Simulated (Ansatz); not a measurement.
The starting structures come from a database of crystals and need not be the phases stable at ambient conditions.

 Where the default PAW files enter, the runs use the earlier of Ansatz's two default sets.

Input:

```
HfO2
1.0
    3.33360     0.00000     0.00000
    0.00000     5.55640     0.00000
    0.00000     0.00000     6.50500
Hf O
4 8
Direct
  0.75000   0.75132   0.10787
  0.25000   0.24868   0.89213
  0.25000   0.74868   0.60787
  0.75000   0.25132   0.39213
  0.25000   0.97921   0.34145
  0.75000   0.02079   0.65855
  0.75000   0.52079   0.84145
  0.25000   0.47921   0.15855
  0.25000   0.86050   0.92340
  0.75000   0.13950   0.07660
  0.75000   0.63950   0.42340
  0.25000   0.36050   0.57660
```

Space group of this cell: Pnma. The cell is taken as given; by r2SCAN its mean pressure is -3.3 GPa.

Method: r2SCAN (plane waves, PAW; Ansatz, a quantum-chemistry and plane-wave program).

The current runs along the normal of the first two printed vectors; no spin-orbit coupling. Scaled by the factor s: all lengths (ions clamped). Meshes 10×6×6 and 10×6 across the current in all rows.

```json
[
 {"s": "0.98", "mean pressure (GPa)": "16.0", "slowest mid-gap decay constant κ (1/Å)": "?"},
 {"s": "1.00", "mean pressure (GPa)": "-3.3", "slowest mid-gap decay constant κ (1/Å)": "0.412"},
 {"s": "1.02", "mean pressure (GPa)": "-18.1", "slowest mid-gap decay constant κ (1/Å)": "0.393"}
]
```

Q: Take the slope of the slowest mid-gap decay constant κ against ln s from the two given rows, extrapolate to s = 0.98, and say what the run there gives.

A: Slope = (0.393 − 0.412) / ln 1.02 = -0.959 1/Å. The line gives 0.412 + (-0.959) × ln 0.98 = 0.431 1/Å. The run gives 0.432 1/Å, 0.001 1/Å over the line, 3 % of the predicted step.
